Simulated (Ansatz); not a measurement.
A user runs Ansatz (a quantum-chemistry and plane-wave program) on Sc₂AlC (P6_3/mmc, 8 atoms in the cell) and asks whether the run is sound. The aim is a self-consistent single point with DFT, PBEsol, plane waves, default PAW files made with PBE.

Cell that was meant: a = 3.2951 Å, b = 3.2951 Å, c = 15.0540 Å, α = 90.00°, β = 90.00°, γ = 120.00°.

Part of the input:

Ansatz 0.2 input:
```yaml
  pseudopotentials: { kind: paw }
scf:
  occupations: { method: methfessel_paxton, width: 0.0037 Ry }
  max_iter: 40
  convergence: { dr2_threshold: 1.0e-22 eV }
output:
  forces: true
  eigenvalues: true
```

Output, abridged:

```
   [... lines left out ...]
PAW frozen core: C, regenerated for the run's functional, and the local potential with it
Initial density: superposition of atomic densities (neutral atoms: chi_scale 0, normalization atom), corrected by the library's trained network
Initial wavefunctions: pseudopotential atomic-orbital guess
Eigensolver: davidson
Functional: x = pbesol(κ = 0.804, μ = 0.12345679012345678), c = pbesol(β = 0.046)
SCF iter   1: F=—  HF=-9991.642488 eV  |F-HF|=—  |Δ(HF+E_count)|=         —  Δρ=4.53e-3  dr2=7.67e-2  ethr=1.77e-3  ⟨swp⟩=6.0  Hψ=7732  notcnv=0  defer=5
all-band conjugate gradients solve this SCF's bands
preconditioner: auto → Kerker (q_TF=auto, 2.351 Å⁻¹)
SCF iter   2: F=—  HF=-9991.630022 eV  |F-HF|=—  |Δ(HF+E_count)|=   1.25e-2  S|Δr|=    0.00e0  Δρ=2.17e-3  dr2=2.78e-2  ethr=1.32e-4  ⟨swp⟩=2.2  Hψ=2453  notcnv=0  defer=141
   [... lines left out ...]
SCF iter  22: F=—  HF=-9991.624363 eV  |F-HF|=—  |Δ(HF+E_count)|=    0.00e0  S|Δr|=    0.00e0  Δρ=5.79e-13  dr2=7.63e-22  ethr=9.19e-19 (applied; sched 1.00e-12)  ⟨swp⟩=1.0  Hψ=1635  notcnv=0  defer=141
SCF iter  23: F=—  HF=-9991.624363 eV  |F-HF|=—  |Δ(HF+E_count)|=  1.82e-12  S|Δr|=    0.00e0  Δρ=2.26e-13  dr2=1.16e-22  ethr=9.19e-19 (applied; sched 1.00e-12)  ⟨swp⟩=1.0  Hψ=1635  notcnv=0  defer=141
SCF iter  24: F=-9991.624363 eV  HF=-9991.624363 eV  |F-HF|=3.64e-12  |Δ(HF+E_count)|=    0.00e0  S|Δr|=    0.00e0  Δρ=1.76e-13  dr2=7.19e-23  ethr=1.00e-12  ⟨swp⟩=6.7  Hψ=3345  notcnv=0
SCF 1 converged in 24 iterations: F = -9991.624363 eV  dr2 = 7.19e-23
Stability not checked (fill_not_monotonic)
Free energy (F): -9991.624363 eV
Internal energy: -9991.624385 eV  (E = F + TS)
E sigma→0 (E₀):  -9991.624369 eV
Entropy (-TS):   0.000022 eV (0.003 meV/atom)
Fermi energy:    8.484122 eV
--- Forces (eV/Å), atoms counted from 1 ---
  atom   1  Sc     0.00000000    -0.00000000     0.27688918
  atom   2  Sc    -0.00000000     0.00000000    -0.27688918
  atom   3  Sc     0.00000000     0.00000000     0.27688918
   [... lines left out ...]
  atom   8  C     -0.00000000    -0.00000000    -0.00000000
--- Stress (GPa, compression-positive) ---
       -3.122390      -0.000000       0.000000
        0.000000      -3.122390      -0.000000
        0.000000      -0.000000      -3.006685
  P = ⅓ Tr σ = -3.0838 GPa (-30.838 kbar)
  The stress holds the Pulay correction. Without it, at fixed plane waves, as pw.x and ABINIT print it: P = -3.1678 GPa
```

Is anything amiss in this input, and did it matter?

The results can be used. The input holds a threshold far tighter than needed, beside a limit on iterations, which can do harm: each further decade of the residual costs iterations, and near the noise of double precision and of the grids the loop may never get there. Here it did none. The run converged in 24 iterations, and against the sound input the free energy is nearly the same (within 1 meV/atom), the pressure stays at -3.08 GPa and the largest force stays at 0.277 eV/Å. It cost iterations: the sound input took 7.

The sound input it was made from differs as follows (other fixes are possible):
```diff
-  max_iter: 40
-  convergence: { dr2_threshold: 1.0e-22 eV }
```

With that input, the run converged in 7 iterations: free energy E − TS (on the zero of these files) -9991.6244 eV; Fermi level (on the code's own zero) 8.48 eV; pressure -3.08 GPa; largest force (vector length) 0.277 eV/Å (DFT, PBEsol, plane waves, default PAW files made with PBE).

On the sound input: the starting cell comes from a database of computed structures (which also holds hypothetical and non-ambient phases and stackings), without a prior relaxation at this level. With a pressure of about -3 GPa the cell is away from its equilibrium volume at this level. Ansatz's pressure includes its estimate of the finite-basis (Pulay) stress.
